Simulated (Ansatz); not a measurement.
Take BAs (space group P4_2/mnm, No. 136; a = 5.8372 Å, c = 3.3617 Å; a hypothetical phase, not in the database extracts checked) as the base.

The change: cell and atoms relaxed at a pressure of 0.7 GPa.

Levels (all Ansatz, a first-principles code, PAW): PBEsol (420 eV, spin-orbit coupling left out); PBEsol+SOC (420 eV, spin-orbit coupling included).

The geometry is relaxed with PBEsol.

| Property | Result |
|---|---|
| PBEsol lowest conduction level above the VBM at special points | Γ 1.07 eV; A 1.10 eV; R 1.43 eV; Z 1.68 eV |
| PBEsol gap character | indirect, Γ → k = (0, 0, 0.300) in the run's primitive reciprocal basis |
| PBEsol width of the top valence band | 3.58 eV |

### Question
What does PBEsol+SOC give at this geometry for the lowest conduction level above the VBM at special points, gap character and width of the top valence band?

### Answer
The lowest conduction level above the VBM at special points changes from Γ 1.07 eV; A 1.10 eV; R 1.43 eV; Z 1.68 eV to Γ 1.01 eV; A 1.03 eV; R 1.36 eV; Z 1.61 eV; the gap character remains indirect, Γ → k = (0, 0, 0.300) in the run's primitive reciprocal basis; the width of the top valence band is nearly the same (3.58 eV against 3.60 eV).

Single points use the geometry relaxed with PBEsol. The spin-orbit shifts are approximate. Load acts through the strain it causes; cell and atoms are relaxed under it. Stability against distortions was not tested.
